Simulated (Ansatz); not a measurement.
## Si wells along [001] in random Si0.5Ge0.5, interfaces one step of a layer: gap against width

The numbers are results of PBE, support functions at accuracy medium on the grid of 370 eV (norm-conserving potentials; Ansatz, a first-principles code), not measurements.

Cells of 3 × 3 cubic cells in the plane at the barrier's lattice parameter, one arrangement of the alloy a row, relaxed from a classical minimum; gaps at the supercell's zone centre. Model cells, support functions, zone centre alone; no spin polarisation, no spin-orbit coupling. All 7 runs at hand. Second arrangements and cells without a resolved gap are not counted.

```csv
cell,layers L,Kohn-Sham gap (eV),fit,residual
Si366Ge210,8,0.25,0.25,0.00
Si407Ge241,9,0.24,0.24,0.00
Si431Ge217,12,0.21,0.21,0.00
Si494Ge226,13,0.20,0.20,0.00
Si491Ge229,16,0.18,0.19,-0.01
Si577Ge215,20,0.18,0.18,0.00
```

Least squares on these 6 rows with a + b/L^1.5 gives a = 0.1508, b = 2.314; the standard error (residuals over rows less coefficients) is 0.005 eV. It is the least of the forms tried; the others: a + b/L, 0.005 eV; a + b/L^2, 0.006 eV.

Question: One run of the series is withheld: Si626Ge238, layers L 21. What does the fit predict for it, and what does the run give?

Answer: The fit gives 0.17 eV; the run gives 0.17 eV. They agree to the digits shown. The row lies beyond the fitted range.
